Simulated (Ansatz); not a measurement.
Input:

```
CELL_PARAMETERS angstrom
      2.88742     0.00000     0.00000
      0.00000     2.88742     0.00000
      1.44371    -1.44371     2.04171
ATOMIC_POSITIONS crystal
  Li 0.00000 0.00000 0.00000
  F  0.50000 0.50000 0.00000
```

Space group of this cell: Fm-3m, rock salt. The cell is taken as given; by r2SCAN its mean pressure is -4.6 GPa.

The current runs along the normal of the first two printed vectors, the (001) plane. All runs by Ansatz (a quantum-chemistry and plane-wave program), plane waves and PAW, without spin-orbit coupling; the base is r2SCAN.

| run | mean pressure (GPa) | gap (eV) | mid-gap κ (1/Å) |
|---|---|---|---|
| base | -4.6 | 9.69 | 0.756 |
| all lengths scaled by 0.98 | -0.7 | 10.24 | 0.754 |
| all lengths scaled by 1.02 | -7.6 | 9.18 | 0.759 |
| lengths across the current scaled by 0.98, ions clamped | -2.0 | ___ | ___ |
| lengths across the current scaled by 1.02, ions clamped | -6.7 | ___ | ___ |
| lengths along the current scaled by 0.97, ions clamped | -2.6 | ___ | 0.759 |
| lengths along the current scaled by 1.03, ions clamped | -6.1 | 9.39 | 0.755 |

**Question.** Fill in the missing entries.

**Answer.** 
- lengths across the current scaled by 0.98, ions clamped, gap (eV): 10.02
- lengths across the current scaled by 0.98, ions clamped, mid-gap κ (1/Å): 0.753
- lengths across the current scaled by 1.02, ions clamped, gap (eV): 9.33
- lengths across the current scaled by 1.02, ions clamped, mid-gap κ (1/Å): 0.761
- lengths along the current scaled by 0.97, ions clamped, gap (eV): 9.93
